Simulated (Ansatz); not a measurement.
Model: Si(111) 1x1 surface, 6 top atoms, 3 bilayers, bottom bilayer H-capped and fixed, every top atom capped by H; cell 11.5 x 6.6 Å; one H replaced by OH; about 7 Å thick over the host's atoms, 18 atoms held. Calculation: PBE-D3(BJ) (plane waves to 420 eV, PAW; Ansatz, a quantum-chemistry and plane-wave program). Sampling: 1x2x1 k points. The slab states were run without spin polarisation. Slab thickness, cell and mesh are as stated and are not converged limits. Energies are static: no zero-point or thermal part. Each state was relaxed from one prepared geometry.

One SiCl4 a cell is brought to Si(111):H with one OH. Relaxed result near the molecule:

```csv
atom,x (Å),y (Å),z (Å)
H(14),11.510,6.678,11.008
H(45),7.656,6.697,10.990
H(46),9.593,3.337,11.013
H(48),5.759,3.985,11.715
Si(a0),8.004,4.899,14.137
Cl(a1),9.559,5.818,13.202
Cl(a2),8.058,2.900,13.781
Cl(a3),6.246,5.683,13.426
Cl(a4),8.101,5.256,16.138
```

### Question
What is the adsorption energy against the free SiCl4 and the slab before, and how much of it is dispersion?

### Answer
-0.41 eV (negative: bound); the D3 term gives -0.41 eV of it. Its closest contacts to the rest of the cell: Cl(a3)...H(48) 2.46 Å, Cl(a3)...H(45) 2.99 Å, Cl(a1)...H(45) 3.05 Å.
